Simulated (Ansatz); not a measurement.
Cost and result by functional for the surface energy of the (332) surface of bcc W in its 1x1 cell, outermost plane spacing 0.68 Å in the ideal cut, in Ansatz (plane waves, PAW). Single points on the PBE structure, on one kind of machine; costs are rough ratios of the slab run's core time (references not counted) to the cheapest single point. r2SCAN's cost holds its higher cutoff (500 against 420 eV). Differences are taken against r2SCAN for comparison alone: no measured value is at hand, so the table doesn't rank accuracy.

Model: 16-atom slab, 10.2 Å thick at the start (thin: gaps and levels are the slab's own), 8x7x1 mesh, Fermi-Dirac 0.1 eV, dipole correction, all atoms relaxed; start symmetry kept, larger cells not searched; no spin, no spin-orbit, no U. These notes are the PBE run's.

| functional | relative cost | surface energy (J/m²) | less r2SCAN (J/m²) |
|---|---|---|---|
| PBEsol | 1 | 3.89 | 0.03 |
| LDA | 1 | 3.94 | 0.08 |
| RPBE | 1 | 3.40 | -0.46 |
| r2SCAN | 2 | 3.86 | 0.00 |
| PBE (the relaxed run's value) | – | 3.57 | -0.29 |

The values span 0.54 J/m², while the single points' costs differ by a factor of roughly 2. Differences are of unrounded values.

Ansatz is a first-principles code.
